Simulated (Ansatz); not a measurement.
alpha quartz: the defect K interstitial

Computed with PBE, PAW (plane waves to 420 eV; Ansatz, a quantum-chemistry and plane-wave program). The supercell holds 243 host sites (3×3×3 repeats of a cell of 9 atoms), with a Γ-point k-point sampling for the final energies. Site at the start: void with 6O2Si nearest. Charged cells carry a point-charge image correction with potential alignment at far atoms. Dielectric constants: PBE linear response of the host. Host gap at this level: 5.68 eV. Finite-size and sampling errors can reach tenths of an eV here. The semilocal functional narrows the gap, so deep levels can fall outside it. Spin–orbit coupling is left out. Each state is the lowest found from its start.

The name describes the start; the neighbours show where the atoms ended.

Charges with a result: +1, 0. Others weren't obtained, and one of them could lie lower, also by skipping a charge.

```csv
charge,moment (μB),point group,largest move off a lattice site (Å),neighbours of the last K atom of the defect at the end (Å),image correction with alignment (eV)
+1,not spin-polarised,C2,0.65,"O 2.44, O 2.44, O 2.58, O 2.58, O 2.73, O 2.73",0.37
0*,quenched,–,0.64,"O 2.44, O 2.44, O 2.59, O 2.59, O 2.71, O 2.72",–
```

* At this level the carrier isn't localised at the defect: at charge 0 electrons occupy the conduction band. Such a state is shallow or no state of the defect, and this cell gives it no level.

Point groups are those of the whole cell at tolerances of 0.03 and 0.1 Å ("near" where only the looser one holds); none is given for unsettled states.

Starting moments that weren't kept: charge 0 began with 1 μB and ended with 0.0.

No other site or start that was run ended lower by more than 0.1 eV.

Flagged in the runs: a host whose relaxation on this sampling wasn't shown to rest, a strain field that reaches the edge of the cell, zone-centre sampling.
